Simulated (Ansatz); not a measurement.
The parent structure is Sr in the hcp (Mg type) structure (space group P6_3/mmc, No. 194; a = 4.1898 Å, c = 6.8857 Å).

All numbers come from PBEsol (Ansatz, an electronic-structure program, PAW, spin-orbit coupling left out).

Before the change:

The volume per atom comes out as 52.34 Å³ and the c/a ratio is 1.643.

Now apply this change: full substitution Sr → Rb; the structure is relaxed again.

Tabulated Pauling electronegativity and covalent radius: Sr 0.95, 1.95 Å; Rb 0.82, 2.20 Å.

**Question.** How does this affect the volume per atom and c/a ratio?

**Answer.** The volume per atom grows by 34.24 Å³, from 52.34 Å³ to 86.58 Å³; the c/a ratio grows by 0.0033, from 1.643 to 1.647.

Stability against distortions was not tested. For Rb in this form, whether it has been made was not checked. This is not the structure that Rb has at room temperature and ambient pressure. This is not the structure that Sr has at room temperature and ambient pressure.
